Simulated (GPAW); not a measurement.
Input and output of a self-consistent single point for BaTe (Fm-3m, 2 atoms in the cell) (GPAW).

Method: LDA (Perdew-Wang 92), GPAW PAW datasets LDA (gpaw-data 1.0.1) (plane waves; GPAW).

```
CELL_PARAMETERS angstrom
      0.00000     3.46658     3.46658
      3.46658     0.00000     3.46658
      3.46658     3.46658     0.00000
ATOMIC_POSITIONS crystal
  Ba 0.00000 0.00000 0.00000
  Te 0.50000 0.50000 0.50000
```

Reference input (self-consistent single point, DFT PBE, plane waves, GPAW PAW datasets PBE (gpaw-data 1.0.1)): mode = pw; ecut = 600 eV; xc = PBE; kpts = 6 6 6; mesh shift (steps) = 0 0 0; occupations.name = fermi-dirac; occupations.width = 0.05 eV; nbands = -8; convergence.density = 1e-05 e/electron; convergence.bands = -6; symmetry.symmorphic = false; symmetry.tolerance = 0.0005. This run's input differs from it in these lines:

```diff
@@ -13,3 +13,3 @@
 calc = GPAW(mode={'name': 'pw', 'ecut': 600},
-            xc='PBE',
+            xc='LDA',
             kpts={'size': (6, 6, 6), 'gamma': True},
```

Its files differ too (potentials: GPAW PAW datasets LDA (gpaw-data 1.0.1)).

Output (repeated stretches shortened):

```
     iter     time        total  log10-change:
                         energy   eigst   dens
iter:   1 --:--:--    -9.827185   +1.45
iter:   2 --:--:--    -9.818742   -0.02  -1.10
iter:   3 --:--:--    -9.675230   -0.59  -1.13
iter:   4 --:--:--    -9.683149   -1.58  -1.46
iter:   5 --:--:--    -9.671326   -1.44  -1.60
iter:   6 --:--:--    -9.670075   -1.75  -2.19
iter:   7 --:--:--    -9.669792c  -3.05  -2.53
iter:   8 --:--:--    -9.669768c  -4.07  -2.87
iter:   9 --:--:--    -9.669768c  -5.11  -3.41
iter:  10 --:--:--    -9.669769c  -6.00  -3.40
iter:  11 --:--:--    -9.669767c  -6.49  -3.55
iter:  12 --:--:--    -9.669767c  -7.25  -4.35
iter:  13 --:--:--    -9.669767c  -8.40c -4.42
iter:  14 --:--:--    -9.669767c  -9.26c -4.43
iter:  15 --:--:--    -9.669767c  -9.92c -4.44
iter:  16 --:--:--    -9.669767c  -9.15c -4.52
iter:  17 --:--:--    -9.669767c -10.46c -4.90
iter:  18 --:--:--    -9.669767c -11.14c -4.92
iter:  19 --:--:--    -9.669767c -10.74c -4.95
iter:  20 --:--:--    -9.669767c -10.66c -5.00c
Converged after 20 iterations.

Dipole moment: (0.000000, 0.000000, 0.000000) |e|*Ang

Energy contributions relative to reference atoms: (reference = -405745.269696)

Kinetic:        +14.274468
Potential:      -12.954813
External:        +0.000000
XC:             -11.121843
Entropy (-ST):   -0.000000
Local:           +0.132421
SIC:             +0.000000
--------------------------
Free energy:     -9.669767
Extrapolated:    -9.669767

Showing only first 2 kpts
 Kpt  Band  Eigenvalues  Occupancy
  0     6      4.62544    2.00000
  0     7      4.62544    2.00000
  0     8      7.42984    0.00000
  0     9      7.45248    0.00000

  1     6      4.41752    2.00000
  1     7      4.41752    2.00000
  1     8      6.93907    0.00000
  1     9      7.97141    0.00000

Fermi level: 5.30692

Gap: 1.360 eV
Transition (v -> c):
   [... lines left out ...]
Direct/indirect transitions are different
Direct gap: 1.740 eV
Transition at: (s=0, k=12, n=7, [0.50, 0.50, 0.00])
Energy (eV): -9.669767

Forces in eV/Ang:
  0 Ba   -0.00000    0.00000   -0.00000
  1 Te    0.00000    0.00000    0.00000

Stress tensor:
     0.004730     0.000000     0.000000
     0.000000     0.004730     0.000000
     0.000000     0.000000     0.004730
Stress (GPa, Voigt): [0.7578 0.7578 0.7578 0.     0.     0.    ]
```

The run converged in 20 iterations. GPAW prints stress with tension positive. Against the reference run the pressure goes from 2.03 to -0.76 GPa and the gap on the mesh goes from 1.477 to 1.360 eV.

The starting cell comes from a database of computed structures (which also holds hypothetical and non-ambient phases and stackings), without a prior relaxation at this level. Its lattice was rescaled by a random factor within 2.5 % of one. Spin-orbit coupling is off.
